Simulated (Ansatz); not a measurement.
Base system: SnSe in the zinc blende structure (space group F-43m, No. 216; a = 6.650 Å; a hypothetical phase, not in the database extracts checked; relaxed with 0.1 eV smearing).

It is then changed as follows: every lattice vector is stretched by 5.24 %, atoms relaxed at fixed cell.

Levels (all Ansatz, an electronic-structure program, PAW): PBEsol (420 eV, without spin-orbit coupling); r2SCAN (500 eV, spin-orbit coupling left out); HSE06 (420 eV, no spin-orbit coupling).

At the geometry relaxed with PBEsol, these levels gave the following band gaps, in shuffled order: (a) 0.70 eV, (b) 0.42 eV, (c) 0.27 eV.

**Question.** Match each gap to its level.

**Answer.** (a) HSE06; (b) r2SCAN; (c) PBEsol.

Single points use the geometry relaxed with PBEsol. HSE06 was sampled on its mesh, a few special points and the semilocal edge points, so its gap is an upper bound. The cells carry an imposed strain or load. Whether these cells are dynamically stable was not tested. The final runs are not spin-polarised. A zero or small gap of SnSe can be the functional's error rather than a property of the material.
